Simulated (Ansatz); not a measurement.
The structure below was relaxed with Ansatz (a program for electronic structure) r2SCAN, spin-orbit coupling left out.

```
CELL_PARAMETERS angstrom
      0.00000     4.07561     4.55180
      2.44689     0.00000     4.55180
      2.44689     4.07561     0.00000
ATOMIC_POSITIONS crystal
  Pd 0.66993 0.33007 0.66993
  Pd 0.33007 0.66993 0.33007
  Pd 0.58007 0.91993 0.58007
  Pd 0.91993 0.58007 0.91993
  Ti 0.00000 0.00000 0.00000
  Ti 0.25000 0.25000 0.25000
```

Find the space group and the Wyckoff positions.

Space group Fddd, origin choice 1 (No. 70); a = 4.894 Å, b = 8.151 Å, c = 9.104 Å, α = 90.00°, β = 90.00°, γ = 90.00°

```tsv
atom	site	symmetry	x	y	z
Pd	16f	.2.	0.0000	0.3301	0.0000
Ti	8a	222	0.0000	0.0000	0.0000
```

Describe the coordination.

The crystal has 24 atoms in its conventional cell. Conventional cell: a = 4.894 Å, b = 8.151 Å, c = 9.104 Å, α = β = γ = 90.00°. Pd is surrounded by 5 Ti at 2.665–2.812 Å and 5 Pd at 2.686–2.773 Å and 4 Pd at 3.291 Å. Ti sees 10 Pd at 2.665–2.812 Å and 4 Ti at 3.291 Å. (Neighbours: up to the widest gap in distance over summed covalent radii, below 1.35, at either atom.)

Stability against distortions was not tested. All final runs are without spin polarisation. The cell was made from TiSi2 by this change: Si → Pd; the result is a hypothetical phase, not in the database extracts checked.
